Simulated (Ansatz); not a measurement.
The parent structure is CdGeAs$_{2}$ in the chalcopyrite structure (space group I-42d, No. 122; a = 5.981 Å, c = 11.298 Å).

The values are results of r2SCAN in Ansatz (plane waves to 500 eV, PAW, spin-orbit coupling left out), not measurements.

Carriers are added at fixed cell with a uniform background; the Fermi–Dirac width is that of 300 K.

One change was made to it. Results:

| quantity | base | after |
|---|---|---|
| Fermi level relative to the doped band's edge (positive inside the band; to 0.05 eV) | – | +0.60 eV |
| gap between the host's bands | 0.10 eV | 0.13 eV |

What was done to the base?
A) electrons 3.0×10^21 cm⁻³
B) electrons 5.0×10^21 cm⁻³
C) holes 5.0×10^21 cm⁻³

C, holes 5.0×10^21 cm⁻³. For comparison, the Fermi level from band edge in the other runs: electrons 3.0×10^21 cm⁻³ gives +1.30 eV; electrons 5.0×10^21 cm⁻³ gives +1.40 eV.

Charged cell with a jellium background: band edges are those of the host's band count, energies are not comparable with the neutral cell, and many-body gap narrowing is missing. Stability against distortions was not tested. The final runs are not spin-polarised. The zero or small gap of CdGeAs2 can change with the level of theory.

Ansatz is an electronic-structure program.
